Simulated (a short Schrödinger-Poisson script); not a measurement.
**MOS inversion layer, Si3N4 on p-type Si(100)**

Structure: MOS inversion layer, Si3N4 on p-type Si(100), at 400 K.

| layer | material | thickness (nm) | Na (cm⁻³) |
|---|---|---|---|
| 1 | Si3N4 | 2.7 | - |
| 2 | Si | 270 | 2.6e18 |

The device is made up for the run: typed textbook-type constants, with dimensions and the other settings drawn at random. Si3N4: permittivity 7.5, conduction-band edge (eV) 1.95, gap (eV) 5.1, electron mass (mₑ) 0.5. Si: permittivity 11.7, conduction-band edge (eV) 0, gap (eV) 1.124, Nv at 300 K (cm⁻³) 3.1e19.

Channel valleys (confinement mass, in-plane density-of-states mass, number): Δ2 0.916, 0.19, 2; Δ4 0.19, 0.417, 4. At the gate the conduction-band edge of layer 1 lies 2.06 eV − eVg above the Fermi level of the channel; the field vanishes at the back. Gaps are held at their typed values at every temperature. Mesh 0.03 nm at interfaces.

From a short Schrödinger-Poisson script (our own, NumPy): 1D Poisson equation in equilibrium, electrons quantum, Hartree (BenDaniel-Duke, 12 states a valley, the channel's in-plane mass for all, wave functions free to enter the dielectric), parabolic valleys, classical holes, full ionisation, no traps, pinning or gate leakage.

| Vg (V) | electrons (cm⁻²) | C (μF/cm²) | Δ2 E0 (meV) | Δ2 E1 (meV) | Δ4 E0 (meV) | Δ4 E1 (meV) |
|---|---|---|---|---|---|---|
| 0.2 | 1.84e8 | 0.440 | 373.1 | 475.5 | 440.4 | 606.2 |
| 0.25 | 5.55e8 | 0.432 | 334.5 | 438.9 | 402.8 | 572.5 |
| 0.3 | 1.69e9 | 0.426 | 295.6 | 402.1 | 365.1 | 538.5 |
| 0.35 | 5.17e9 | 0.428 | 256.6 | 365.1 | 327.1 | 504.2 |
| 0.4 | 1.57e10 | 0.449 | 217.8 | 328.3 | 289.4 | 469.9 |
| 0.45 | 4.65e10 | 0.523 | 180.0 | 292.4 | 252.6 | 436.4 |
| 0.5 | 1.26e11 | 0.694 | 145.1 | 259.3 | 218.6 | 405.5 |
| 0.55 | 2.94e11 | 0.953 | 115.3 | 231.5 | 189.8 | 379.5 |
| 0.6 | 5.68e11 | 1.21 | 91.9 | 209.9 | 167.4 | 359.5 |
| 0.65 | 9.32e11 | 1.41 | 73.9 | 193.9 | 150.5 | 344.6 |
| 0.7 | 1.36e12 | 1.55 | 59.8 | 181.7 | 137.4 | 333.5 |
| 0.75 | 1.84e12 | 1.65 | 48.5 | 172.3 | 127.0 | 324.9 |
| 0.8 | 2.34e12 | 1.72 | 38.9 | 164.7 | 118.5 | 318.0 |
| 0.85 | 2.87e12 | 1.77 | 30.7 | 158.4 | 111.3 | 312.5 |
| 0.9 | 3.42e12 | 1.81 | 23.5 | 153.1 | 105.1 | 307.8 |
| 0.95 | 3.98e12 | 1.85 | 17.1 | 148.6 | 99.6 | 303.8 |
| 1 | 4.56e12 | 1.87 | 11.2 | 144.6 | 94.7 | 300.3 |
| 1.05 | 5.14e12 | 1.90 | 5.9 | 141.1 | 90.2 | 297.3 |
| 1.1 | 5.73e12 | 1.92 | 0.9 | 138.0 | 86.1 | 294.7 |
| 1.15 | 6.33e12 | 1.94 | -3.8 | 135.1 | 82.4 | 292.3 |
| 1.2 | 6.93e12 | 1.95 | -8.2 | 132.6 | 78.8 | 290.2 |

Subbands count from the Fermi level.
